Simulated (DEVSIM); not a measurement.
Structure: Schottky contact on n-type GaAs, at 300 K.

Layer 1 from the left is GaAs, thickness (μm) 6.20, Nd (cm⁻³) 4.2e16, τn (s) 5.5e-9, τp (s) 5.5e-9.

Left contact: Schottky, work function 4.96 eV, emission velocity 6.1e6 cm/s. Right contact: ohmic. Voltage is applied to the left contact. Recombination: SRH at mid-gap, radiative, Auger. Mobility is constant in doping.

Constants are typed, rounded textbook-type inputs, not results; the design itself was drawn at random and stands for no fabricated device. Values at 300 K.

GaAs: gap (eV) 1.424, affinity (eV) 4.07, permittivity 12.9, Nc (cm⁻³) 4.7e17, Nv (cm⁻³) 9e18, μn (cm²/Vs) 8500, μp (cm²/Vs) 400, B (cm³/s) 2e-10, Cn (cm⁶/s) 1e-30, Cp (cm⁶/s) 1e-30.

### Question
Estimate by hand the built-in potential, the peak field at zero bias, the capacitance at -0.6 V, and compare with a numerical solution.

### Answer

- Built-in potential: barrier φB = 0.890 eV; Vbi = φB − kT/q ln(N_band/N) = 0.828 V; numerical 0.828 V.
- Peak field at zero bias: depletion approximation: W = √(2εVbi/(qN)) = 0.168 μm with N = 4.20e16 cm⁻³; field = 2Vbi/W = 98700 V/cm; numerical 96900 V/cm (estimate above by 1.9 %).
- Capacitance at -0.6 V: C = √(qεN / 2(Vbi + |V|)) = 51.9 nF/cm²; numerical 52.4 nF/cm² (estimate below by 0.90 %).

DEVSIM, 1D drift-diffusion, Boltzmann statistics, complete ionisation; no tunnelling, impact ionisation, image-force lowering or self-heating. Metal contacts follow the ideal Schottky-Mott rule: no Fermi-level pinning, no interface dipoles.
